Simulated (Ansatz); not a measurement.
Start from GaNi$_{3}$ in the Cu3Au type structure (space group Pm-3m, No. 221; a = 3.529 Å; weakly magnetic (sensitive to the mesh)).

All numbers come from plane-wave PAW DFT at the PBEsol level (Ansatz, a quantum-chemistry and plane-wave program, 420 eV), no spin-orbit coupling.

Base values:

The lattice parameter a comes out as 3.529 Å.

The change: hydrostatic tension (pressure −1 GPa).

Predict the new lattice parameter a.

The lattice parameter a grows by 0.006 Å, from 3.529 Å to 3.535 Å.

Other magnetic orders, which the real material may have, were not ruled out. Load acts through the strain it causes; cell and atoms are relaxed under it. Whether these cells are dynamically stable was not tested.
